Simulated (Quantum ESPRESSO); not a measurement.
Checking a run of Quantum ESPRESSO on TiSi2 (Fddd, 6 atoms in the cell). The aim is a self-consistent single point with DFT, PBE, plane waves, GBRV 1.5 ultrasoft (PBE) pseudopotentials.

Cell that was meant: a = 5.9190 Å, b = 4.8806 Å, c = 4.7545 Å, α = 75.79°, β = 53.07°, γ = 51.14°.

Part of the input:

```fortran
  ibrav = 0
  nat = 6
  ntyp = 2
  ecutwfc = 7.5
  ecutrho = 60
  occupations = 'smearing'
  smearing = 'fermi-dirac'
  degauss = 0.0099958
```

The program printed (abridged):

```
     Message from routine setup:
     using ibrav=0 with symmetry is DISCOURAGED, use correct ibrav instead
     G-vector sticks info
   [... lines left out ...]
        k(    2) = (   0.2066930   0.1199498  -0.1158589), wk =   0.0740741
        k(    3) = (   0.4133859   0.2398995  -0.2317178), wk =   0.0740741
   [... 43 lines left out ...]

     Dense  grid:     4439 G-vectors     FFT dimensions: (  32,  24,  24)

     Smooth grid:     1565 G-vectors     FFT dimensions: (  20,  20,  16)

     Initial potential from superposition of free atoms

     starting charge      37.9972, renormalised to      40.0000

     negative rho (up, down):  6.303E-03 0.000E+00
     Self-consistent Calculation

     iteration #  1     ecut=     7.50 Ry     beta= 0.70

     negative rho (up, down):  9.933E-03 0.000E+00

     total energy              =    -254.57508598 Ry
     estimated scf accuracy    <      12.39397855 Ry

     iteration #  2     ecut=     7.50 Ry     beta= 0.70

     negative rho (up, down):  1.060E-02 0.000E+00

     total energy              =    -255.91117731 Ry
     estimated scf accuracy    <       1.71017060 Ry

     iteration #  3     ecut=     7.50 Ry     beta= 0.70

     negative rho (up, down):  1.212E-02 0.000E+00

     total energy              =    -256.25348545 Ry
     estimated scf accuracy    <       0.26463496 Ry

   [... 5 blocks of this kind left out ...]

     iteration #  9     ecut=     7.50 Ry     beta= 0.70

     negative rho (up, down):  1.230E-02 0.000E+00

     total energy              =    -256.29598167 Ry
     estimated scf accuracy    <          2.3E-09 Ry

     iteration # 10     ecut=     7.50 Ry     beta= 0.70

     negative rho (up, down):  1.230E-02 0.000E+00
     End of self-consistent calculation

     the Fermi energy is    15.2043 ev

!    total energy              =    -256.29598167 Ry
     estimated scf accuracy    <          1.5E-11 Ry
     smearing contrib. (-TS)   =      -0.00653617 Ry
     internal energy E=F+TS    =    -256.28944550 Ry

     convergence has been achieved in  10 iterations

     negative rho (up, down):  1.230E-02 0.000E+00

     Forces acting on atoms (cartesian axes, Ry/au):

     atom    1 type  1   force =     0.00000000    0.00000000   -0.00000000
     atom    2 type  1   force =     0.00000000    0.00000000    0.00000000
     atom    3 type  2   force =    -0.00000000    0.01216863    0.00000000
     atom    4 type  2   force =     0.00000000   -0.01216863    0.00000000
   [... lines left out ...]
     Total force =     0.024337     Total SCF correction =     0.000001
   [... lines left out ...]

     negative rho (up, down):  1.230E-02 0.000E+00
          total   stress  (Ry/bohr**3)                   (kbar)     P=    -8391.63
  -0.05689139   0.00000000   0.00000000        -8369.01        0.00        0.00
   0.00000000  -0.05716304   0.00000000            0.00    -8408.97        0.00
   0.00000000   0.00000000  -0.05708107            0.00        0.00    -8396.92

   JOB DONE.
```

Can these results be used? Check the input.

The run is not sound. The fault is a basis or grid far too coarse for these potentials. Far below the cutoff that the potentials were made for, the basis cannot represent the orbitals near the nuclei, and energies, forces and above all the stress go wrong. To fix it, restore the cutoff that the potentials need and check convergence. The run converged in 10 iterations without an error; against the sound input the free energy goes up by 47.3 eV/atom, the pressure goes from 2.71 to -839.2 GPa and the largest force goes from 0.047 to 0.313 eV/Å.

An input that runs soundly differs in these lines (not the only fix; some lines may just follow from the change or write a value another way):
```diff
-  ecutwfc = 7.5
-  ecutrho = 60
+  ecutwfc = 50
+  ecutrho = 400
```

With that input, the run converged in 14 iterations: free energy E − TS -3770.6689 eV; Fermi level (on the code's own zero) 12.72 eV; pressure 2.71 GPa; largest force (vector length) 0.047 eV/Å (DFT, PBE, plane waves, GBRV 1.5 ultrasoft (PBE) pseudopotentials).

On the sound input: the starting cell comes from a database of computed structures (which also holds hypothetical and non-ambient phases and stackings), without a prior relaxation at this level. Its lattice was rescaled by a random factor within 2.5 % of one. Spin polarisation is off.
